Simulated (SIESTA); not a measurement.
A self-consistent single point of BiPbO2F (Cm, 5 atoms in the cell) with SIESTA.

Computed with GGA PBEsol with spin-orbit coupling, numerical atomic orbitals TZP, PseudoDojo PBEsol fully relativistic norm-conserving potentials (rewritten from UPF to PSML) (SIESTA).

```
BiPbO2F
1.0
    3.46227    -2.00427     0.00000
    3.46227     2.00427     0.00000
   -0.11113     0.00000     6.51067
Bi Pb O F
1 1 2 1
Direct
  0.70179   0.70179   0.29196
  0.37806   0.37806   0.74499
  0.37059   0.37059   0.38147
  0.70794   0.70794   0.63236
  0.03334   0.03334   0.09852
```

Reference input (self-consistent single point, DFT, GGA PBEsol, numerical atomic orbitals TZP, PseudoDojo PBEsol standard norm-conserving potentials (rewritten from UPF to PSML)): XC.functional = GGA; XC.authors = PBEsol; potentials = PseudoDojo PBEsol standard; PAO.BasisSize = TZP; PAO.EnergyShift = 0.01 Ry; MeshCutoff = 400 Ry; kgrid.MonkhorstPack = 6 6 3; OccupationFunction = FD; ElectronicTemperature = 580.23 K; MaxSCFIterations = 150; SCF.Mixer.Method = Pulay; SCF.Mixer.Weight = 0.1. This run's input differs from it in these lines:

```diff
@@ -1,2 +1,2 @@
-# files in the folder: Bi.psml Pb.psml O.psml F.psml (PseudoDojo PBEsol standard)
+# files in the folder: Bi.psml Pb.psml O.psml F.psml (PseudoDojo PBEsol fully relativistic)
 SystemName  BiPbO2F
@@ -39,2 +39,10 @@
 ElectronicTemperature        580.23 K
+Spin                         spin-orbit
+%block DM.InitSpin
+  1 0.00 0.00 0.00
+  2 0.00 0.00 0.00
+  3 0.00 0.00 0.00
+  4 0.00 0.00 0.00
+  5 0.00 0.00 0.00
+%endblock DM.InitSpin
```

Output (repeated stretches shortened):

```
        iscf     Eharris(eV)        E_KS(eV)     FreeEng(eV)     dDmax    Ef(eV) dHmax(eV)
   scf:    1    -5681.740717    -5683.733544    -5683.733544  0.418427 -4.171690  9.463393
     spin moment: {S} , |S| = {    0.00000   -0.00000    0.00000 }     0.00000
   scf:    2    -5688.996390    -5686.674961    -5686.674961  0.018120 -4.502381  5.718123
     spin moment: {S} , |S| = {    0.00000    0.00000    0.00000 }     0.00000
   scf:    3    -5689.343445    -5688.982543    -5688.982543  0.040975 -4.065683  2.016884
     spin moment: {S} , |S| = {   -0.00000    0.00000    0.00000 }     0.00000
   [... lines left out ...]
     spin moment: {S} , |S| = {    0.00000   -0.00000   -0.00000 }     0.00000
   scf:   13    -5689.204880    -5689.199921    -5689.199921  0.000511 -4.077757  0.043394
     spin moment: {S} , |S| = {    0.00000   -0.00000    0.00000 }     0.00000
   scf:   14    -5689.197791    -5689.199980    -5689.199980  0.000204 -4.080304  0.000350
     spin moment: {S} , |S| = {    0.00000   -0.00000    0.00000 }     0.00000
   scf:   15    -5689.199968    -5689.199980    -5689.199980  0.000006 -4.080339  0.000221
     spin moment: {S} , |S| = {    0.00000   -0.00000   -0.00000 }     0.00000
SCF Convergence by DM+H criterion
max |DM_out - DM_in|         :     0.0000055172
max |H_out - H_in|      (eV) :     0.0002207090
SCF cycle converged after 15 iterations

Using DM_out to compute the final energy and forces

siesta: E_KS(eV) =            -5689.2000

siesta: E_KS - E_eggbox =     -5689.2000

siesta: Atomic forces (eV/Ang):
     1    0.020873   -0.000000   -0.195190
     2   -0.052833   -0.000000   -0.058469
     3   -0.004145   -0.000000    0.169440
     4    0.026330   -0.000000    0.086589
     5    0.008417   -0.000000    0.001275
   Tot   -0.001357   -0.000000    0.003646
   Max    0.195190
   Res    0.073817    sqrt( Sum f_i^2 / 3N )
   Max    0.195190    constrained

Stress tensor Voigt[x,y,z,yz,xz,xy] (kbar):       48.42       50.46       46.69       -0.00       -0.04        0.00
   [... lines left out ...]
siesta: FreeEng =     -5689.199980
siesta: Cell volume =         90.359679 Ang**3
siesta:         -48.52416350        -49.72280575  kBar
   [... lines left out ...]
     2     0.213863   13.786137    0.000000   -0.000000    0.000000   -0.000000  Pb
     3    -0.315379    6.315379    0.000000   -0.000000   -0.000000    0.000000  O
     4    -0.334665    6.334665    0.000000   -0.000000    0.000000   -0.000000  O
     5    -0.086553    7.086553    0.000000   -0.000000   -0.000000    0.000000  F
 Total     0.000000                0.000000    0.000000   -0.000000   -0.000000
```

The run converged in 15 iterations. Against the reference run the pressure moves little (-4.83 to -4.85 GPa), the largest force goes from 0.127 to 0.196 eV/Å and the gap on the mesh goes from 2.230 to 2.114 eV.

The starting cell comes from a database of computed structures (which also holds hypothetical and non-ambient phases and stackings), without a prior relaxation at this level. Values carry the incompleteness of an atom-centred basis. With a pressure of about -5 GPa the cell is away from its equilibrium volume at this level.

Cost on one core of a shared machine: roughly 3 min.
